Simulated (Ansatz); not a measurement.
**monoclinic HfO2: the defect V_O+Al_Hf+Al_Hf**

Level of theory: PBE, PAW (plane waves to 420 eV; Ansatz, an electronic-structure program). A supercell of 96 sites (2×2×2 repeats of a cell of 12 atoms) was used; the energies come from a 2×2×2 shifted sampling of its zone. Sites at the start: the O(1) site; Hf 2.05 Å away; Hf 2.07 Å away. Charged cells carry a point-charge image correction with potential alignment at far atoms. Dielectric constants: PBE linear response of the host. Host gap at this level: 4.04 eV. A cell of this size leaves errors of a few tenths of an eV. The semilocal functional narrows the gap, so deep levels can fall outside it. Spin–orbit coupling is left out, which matters for these heavy elements. Each state is the lowest found from its start.

Formation energies E_f are given with the Fermi level at the valence-band maximum. Chemical conditions: O-rich (Δμ(Hf) = -10.38 eV, Δμ(O) = 0.00 eV, Δμ(Al) = -7.45 eV, bounded by corundum; only phases computed here count, gases as isolated molecules at 0 K). Reference phases: Al: fcc Al, Hf: hcp Hf, O: O2 molecule in a box.

The name describes the start; the neighbours show where the atoms ended.

Charges with a result: +1, 0, −1. Others weren't obtained, and one of them could lie lower, also by skipping a charge.

```csv
charge,moment (μB),point group,largest move off a lattice site (Å),neighbours of the last Al atom of the defect at the end (Å),image correction with alignment (eV),"E_f, O-rich (eV)"
+1*,1.0,–,0.62,"O 1.85, O 1.88, O 1.91, O 1.96, O 2.04, O 2.72",–,–
0,not spin-polarised,C1,0.64,"O 1.85, O 1.88, O 1.90, O 1.97, O 2.03, O 2.73",0.00,2.87
−1*,quenched,–,0.65,"O 1.85, O 1.88, O 1.91, O 1.97, O 2.03, O 2.72",–,–
```

* At this level the carrier isn't localised at the defect: at charge +1 holes occupy the valence band; at charge −1 electrons occupy the conduction band. Such a state is shallow or no state of the defect, and this cell gives it no level.

Point groups are those of the whole cell at tolerances of 0.03 and 0.1 Å ("near" where only the looser one holds); none is given for unsettled states.

Starting moments that weren't kept: charge −1 began with 1 μB and ended with 0.0.

Flagged in the runs: a doubtful potential alignment, a host whose relaxation on this sampling wasn't shown to rest, a strain field that reaches the edge of the cell.

All states together cost around 8 core-hours (rough).
